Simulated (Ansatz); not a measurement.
# Hypothetical P6_3/mmc SiS2: response to strain

The reference is SiS$_{2}$ in the 2H-MoS2 type structure (space group P6_3/mmc, No. 194; a = 3.224 Å, c = 12.153 Å; a hypothetical phase, not in the database extracts checked; layered, stacked along the Cartesian z axis). Axes: x lies along a and z along c of the hexagonal cell.

Strains are applied to the cell and any free atomic positions relax; under biaxial strain the out-of-plane vector relaxes too.

Computed with DFT with r2SCAN+rVV10, PAW potentials and a 500 eV plane-wave cutoff in Ansatz (a program for electronic structure), spin-orbit coupling left out, earlier PAW set.

Only one of these has a band gap. Which?
(A) isotropic strain −2.63 %
(B) isotropic strain +1.67 %
(C) isotropic strain −3.08 %
(D) biaxial strain −0.87 %, plane normal [001], relaxed out of plane

B, isotropic strain +1.67 %. Computed: isotropic strain +1.67 %: 0.13 eV; isotropic strain −2.63 %: zero; isotropic strain −3.08 %: zero; biaxial strain −0.87 %, plane normal [001], relaxed out of plane: zero

Stability against distortions was not tested. All final runs are without spin polarisation. Gaps under 0.05 eV, about the width of the smearing, are given as zero. A zero or small gap of SiS2 can be the functional's error rather than a property of the material.
